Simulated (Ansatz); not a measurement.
An Ansatz (a program for electronic structure) run: Cu with a change (biaxial strain +2.50 %, plane normal [111], relaxed out of plane); r2SCAN in Ansatz (plane waves to 500 eV, PAW, spin-orbit coupling left out).

Input:

Ansatz 0.2 input:
```yaml
crystal:
  lattice:
    - [2.5923760764, 0, 0]
    - [1.2961880382, 2.2450635383, 0]
    - [1.2961880382, -0.7483545128, 2.0392271954]
  atoms:
    - { symbol: Cu, position: [0, 0, 0] }
basis: { ecutwfc: 500, ecutrho_ratio: 4, xc_grid: 4, fft_grid_basis: typed }
kpoints: { mp_grid: { grid: [32, 32, 32] } }
hamiltonian:
  xc: r2scan
  dispersion: none
  pseudopotentials: { kind: paw }
scf: { occupations: { method: fermi_dirac, width: 0.1 } }
relax: { f_tol: 0.005, max_steps: 50, cell: { stress_tol: 0.01, fix: [a, b, gamma] } }
output: { forces: true, stress: true }
checkpoint: { write: state.ck, write_every: 1000 }
```

Output (explanatory and most iteration lines left out):

```
Relaxation: its limit of steps is 50 (relax.max_steps)
Pseudopotential: Cu, paw, valence charge 19
Crystal: 1 atoms, lattice volume = 11.868 Å³
Basis set: ecut = 500 eV, 307 PW (Γ), exchange–correlation on 80×80×80 points (64 copies of the dense FFT grid, shifted against one another)
Bands: 14, of which v1, the nominal top of the filled ones, is band 10 counted from 1 (9 counted from 0)
Symmetry: 12 space group operations
Space group: R-3m (ITA 166), of the structure as read, at distance tolerance 2.3e-5 Å
k-points: 3009 of 32768
Functional: x = r2scan, c = r2scan; τ floored in thin density (d = 2e-4 eV/Å³)
SCF iter   1: F=—  HF=-6631.248638 eV  |F-HF|=—  |Δ(HF+E_count)|=         —  Δρ=4.02e-2  dr2=1.05e-1  dr2_τ=8.55e-4  ethr=1.77e-3  ⟨swp⟩=5.2  Hψ=209268  notcnv=0
SCF iter   2: F=—  HF=-6631.262096 eV  |F-HF|=—  |Δ(HF+E_count)|=   1.35e-2  Δρ=4.07e-2  dr2=1.07e-1  dr2_τ=1.11e-3  ethr=5.54e-4  ⟨swp⟩=2.3  Hψ=96078  notcnv=0  defer=455
SCF 1 converged in 6 iterations: F = -6631.229704 eV  dr2 = 3.17e-8
relax step   1: F+E_penalty+E_count = -6631.22970449 eV  Δ(F+E_penalty+E_count) = +0.000e0 eV  max|allowed force component| = 0.000e0 eV/Å  Δτ_max = 0.0000 Å  P = -5.234 GPa  Ω = 11.868 Å³  fix = [a, b, gamma]  reactions: a -7.119, b -7.119 GPa  (6 SCF iters, dr2 threshold 1.00e-7 eV, accepted)
[... steps on the carried basis left out ...]
relax step   4: F+E_penalty+E_count = -6631.23004090 eV  Δ(F+E_penalty+E_count) = +3.641e-7 eV  max|allowed force component| = 0.000e0 eV/Å  Δτ_max = 0.0000 Å  P = -4.396 GPa  Ω = 11.803 Å³  energy of the carried Pulay correction = +3.456e-5 eV  fix = [a, b, gamma]  reactions: a -6.594, b -6.594 GPa  (4 SCF iters, dr2 threshold 8.64e-10 eV, accepted)
Crystal: 1 atoms, lattice volume = 11.803 Å³
SCF iter   1: F=—  HF=-6631.230007 eV  |F-HF|=—  |Δ(HF+E_count)|=         —  Δρ=1.20e-5  dr2=3.40e-9  dr2_τ=1.20e-8  ethr=1.07e-10  ⟨swp⟩=4.0  Hψ=362695  notcnv=0
SCF iter   2: F=—  HF=-6631.230007 eV  |F-HF|=—  |Δ(HF+E_count)|=   1.30e-8  Δρ=1.65e-5  dr2=1.57e-8  dr2_τ=7.44e-10  ethr=1.79e-11  ⟨swp⟩=2.0  Hψ=70996  notcnv=0
SCF 5 converged in 6 iterations: F = -6631.230007 eV  dr2 = 2.07e-14
SCF converged after 6 iterations
Free energy (F): -6631.230007 eV
Internal energy: -6631.220393 eV  (E = F + TS)
E sigma→0 (E₀):  -6631.225200 eV
Entropy (-TS):   -0.009614 eV (-9.614 meV/atom)
Fermi energy:    16.591677 eV
--- Forces (eV/Å), atoms counted from 1 ---
  atom   1  Cu     0.00000000     0.00000000     0.00000000
--- Stress (GPa, compression-positive) ---
       -6.597157       0.000000       0.000000
       -0.000000      -6.597157      -0.000000
        0.000000      -0.000000      -0.008540
  P = ⅓ Tr σ = -4.4010 GPa (-44.010 kbar)
--- Relaxed structure (4 steps of the walk, 4 accepted, 1 SCFs on fresh bases) ---
  cell:  # Å, volume = 11.8028 Å³
    - [2.5923760763853188, 6.098581129239371e-41, -1.4592055726968052e-34]
    - [1.2961880381926594, 2.2450635383127144, 1.8348961967527117e-11]
    - [1.2961880381926594, -0.7483545127874793, 2.0279624142134334]
  atoms:
    - { symbol: Cu, position: [0.0, 0.0, 0.0] }
```

No phonon test of stability was made. The final runs are not spin-polarised. The cell was made from Cu in the fcc (Cu type) structure (space group Fm-3m, No. 225) by this change: biaxial strain +2.50 %, plane normal [111], relaxed out of plane.
